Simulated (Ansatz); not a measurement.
The parent structure is Y in the hcp (Mg type) structure (space group P6_3/mmc, No. 194; relaxed with 0.1 eV smearing).

```xyz
2
Lattice="3.6523 0.0000 0.0000 -1.8262 3.1630 0.0000 0.0000 0.0000 5.7029" Properties=species:S:1:pos:R:3 pbc="T T T"
Y      1.8262     1.0543     4.2772
Y      0.0000     2.1087     1.4257
```

Cartesian axes are those of the cell as printed.

Level of theory: Ansatz (a program for electronic structure), PBE, PAW, cutoff 420 eV, no spin-orbit coupling.

Base values:

```
Property           Result
---------------  --------
Volume per atom  32.94 Å³
Pressure          0.0 GPa
```

One thing is altered: tensile biaxial strain of 0.50 % in the plane normal to [001], as in epitaxy on a mismatched substrate; the out-of-plane cell vector and the atoms relax.

Question: Estimate the effect on the volume per atom.

Answer: The volume per atom rises by 0.24 Å³ (32.94 Å³ → 33.18 Å³).

Question: How does this affect the pressure?

Answer: The pressure (mean of the normal stresses, compression positive) goes from zero to -0.3 GPa.

No phonon test of stability was made. All final runs are without spin polarisation.
